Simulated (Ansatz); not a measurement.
**What biaxial strain −0.84 %, plane normal [001], relaxed out of plane does to CoSn**

Start from CoSn (space group P6/mmm, No. 191; a = 5.2937 Å, c = 4.2347 Å; non-magnetic). Axes: x lies along a and z along c of the hexagonal cell.

It is then changed as follows: biaxial strain −0.84 %, plane normal [001], relaxed out of plane (Cartesian); in-plane vectors clamped, the third vector and the atoms free.

The values are results of Kohn–Sham DFT with the PBE functional, run in Ansatz (a first-principles code) with PAW and 420 eV plane waves, no spin-orbit coupling, earlier PAW set, not measurements. Γ-centred 10×10×11 mesh, Fermi–Dirac width 0.05 eV.

The space group remains P6/mmm (No. 191) and the shortest interatomic distance hardly moves (4.934 bohr against 4.935 bohr). The pressure (mean of the normal stresses, compression positive) goes from zero to 1.7 GPa and the band gap stays zero. The out-of-plane strain comes out as +0.44 % (rough) and the mean in-plane stress (compression positive) amounts to +2.5 GPa (rough).

Cost of the whole job for the changed cell (relaxation, final SCF and bands): around 2.6 core-minutes (rough).

Without a gap, meshes like the base's 10×10×11 leave anisotropic stresses uncertain by several tenths of a GPa, and small strain energies with them. Whether these cells are dynamically stable was not tested. Seeded moments were not kept for the base. The final runs are not spin-polarised.
